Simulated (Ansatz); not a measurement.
H2O on the 1x1 (0001) surface of hcp Ti, one in a 2x2 cell, energies for each (29.9 Å²). Energies are against H2O(g), without zero-point or thermal terms; each row is named by its start. No converged result for: 1 more start.

Computed with PBE (plane waves to 420 eV, PAW; Ansatz, a program for electronic structure).

Slab: 19 atoms, 6.8 Å thick at the start under the adsorbate (thin: gaps and levels are the slab's own); k 6x6x1, smearing 0.1 eV, dipole-corrected; 8 atoms held, the rest relaxed; each run with such symmetry as its start has; no spin, no spin-orbit, no U, no dispersion correction.

A negative adsorption energy means that the adsorbate is more stable on the surface than in its reference. Starts that drift may end in the same place. Heights count from the host atoms within 0.3 Å of the top one.

```
starting site                           E_ads (eV)  height (Å)  nearest host atom (Å)  bonded to  Δ work function (eV)  lateral drift (Å)
--------------------------------------  ----------  ----------  ---------------------  ---------  --------------------  -----------------
top Ti                                       -0.66        2.16                Ti 2.18         Ti                 -1.03                0.2
hollow Ti-Ti-Ti                              -0.67        1.84                Ti 2.31       2 Ti                 -1.49                0.9
hollow Ti-Ti-Ti over Ti at depth 2.2 Å       -0.67        1.84                Ti 2.31       2 Ti                 -1.50                0.8
```
